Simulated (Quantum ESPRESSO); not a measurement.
Quantum ESPRESSO run on Mn3SnH (Pm-3m, 5 atoms in the cell): self-consistent single point.

Computed with PBEsol, GBRV 1.5 ultrasoft (PBESOL) pseudopotentials (plane waves; Quantum ESPRESSO).

```yaml
crystal:
  lattice:
    - [4.08838, 0.00000, 0.00000]
    - [0.00000, 4.08838, 0.00000]
    - [0.00000, 0.00000, 4.08838]
  atoms:
    - { symbol: Mn, position: [0.50000, 0.00000, 0.00000], spin: 4.0 }
    - { symbol: Mn, position: [0.00000, 0.50000, 0.00000], spin: 4.0 }
    - { symbol: Mn, position: [0.00000, 0.00000, 0.50000], spin: 4.0 }
    - { symbol: Sn, position: [0.50000, 0.50000, 0.50000] }
    - { symbol: H, position: [0.00000, 0.00000, 0.00000] }
```
(The spins are starting values, not results.)

Reference input (self-consistent single point, DFT, PBEsol, plane waves, GBRV 1.5 ultrasoft (PBESOL) pseudopotentials): ecutwfc = 50 Ry; ecutrho = 400 Ry; occupations = smearing; smearing = methfessel-paxton; degauss = 0.0099958 Ry; nspin = 2; K_POINTS = automatic 5 5 5 0 0 0; conv_thr = 1e-10 Ry; mixing_beta = 0.3. This run's input differs from it in these lines:

```diff
@@ -16,4 +16,4 @@
     occupations = 'smearing'
-    smearing = 'methfessel-paxton'
-    degauss = 0.0099958
+    smearing = 'fermi-dirac'
+    degauss = 0.0036749
     nspin = 2
```

Log, with long lists cut:

```
     Self-consistent Calculation

     iteration #  1     ecut=    50.00 Ry     beta= 0.30

     total energy              =    -791.65390732 Ry
     estimated scf accuracy    <       7.46931566 Ry

     total magnetization       =     6.43 Bohr mag/cell
     absolute magnetization    =     6.87 Bohr mag/cell

     iteration #  2     ecut=    50.00 Ry     beta= 0.30

     total energy              =    -793.06063652 Ry
     estimated scf accuracy    <       0.96258740 Ry

     total magnetization       =     9.07 Bohr mag/cell
     absolute magnetization    =     9.61 Bohr mag/cell

     iteration #  3     ecut=    50.00 Ry     beta= 0.30

   [... lines left out ...]

     total energy              =    -793.24378077 Ry
     estimated scf accuracy    <          1.2E-10 Ry

     total magnetization       =     8.81 Bohr mag/cell
     absolute magnetization    =     9.49 Bohr mag/cell

     iteration # 19     ecut=    50.00 Ry     beta= 0.30

     Magnetic moment per site  (integrated on atomic sphere of radius R)
     atom   1 (R=0.206)  charge= 12.2427  magn=  2.6672
     atom   2 (R=0.206)  charge= 12.2427  magn=  2.6672
     atom   3 (R=0.206)  charge= 12.2427  magn=  2.6672
     atom   4 (R=0.292)  charge= 11.9321  magn= -0.1692
     atom   5 (R=0.206)  charge=  1.1945  magn= -0.0322
     End of self-consistent calculation

     the Fermi energy is    13.9630 ev

!    total energy              =    -793.24378077 Ry
     estimated scf accuracy    <          8.1E-12 Ry
     smearing contrib. (-TS)   =      -0.00304107 Ry
     internal energy E=F+TS    =    -793.24073969 Ry

     total magnetization       =     8.81 Bohr mag/cell
     absolute magnetization    =     9.48 Bohr mag/cell

     convergence has been achieved in  19 iterations

     Forces acting on atoms (cartesian axes, Ry/au):

     atom    1 type  1   force =     0.00000000    0.00000000    0.00000000
   [... zero for the other atoms too ...]

     Total force =     0.000000     Total SCF correction =     0.000000

          total   stress  (Ry/bohr**3)                   (kbar)     P=     -181.11
  -0.00123118   0.00000000   0.00000000         -181.11        0.00        0.00
   0.00000000  -0.00123118   0.00000000            0.00     -181.11        0.00
   0.00000000   0.00000000  -0.00123118            0.00        0.00     -181.11

   JOB DONE.
```

The run converged in 19 iterations. Against the reference run the free energy falls by 4.1 meV/atom, the pressure hardly changes (-18.18 to -18.11 GPa) and the size of the net moment stays at 1.76 μB/atom.

The starting cell comes from a database of computed structures (which also holds hypothetical and non-ambient phases and stackings), without a prior relaxation at this level. Its lattice was rescaled by a random factor within 2.5 % of one. The magnetic order is the one reached from the typed start; others were not searched systematically. With a pressure of about -18 GPa the cell is away from its equilibrium volume at this level.

Cost on one core of a shared machine: roughly 60 s.
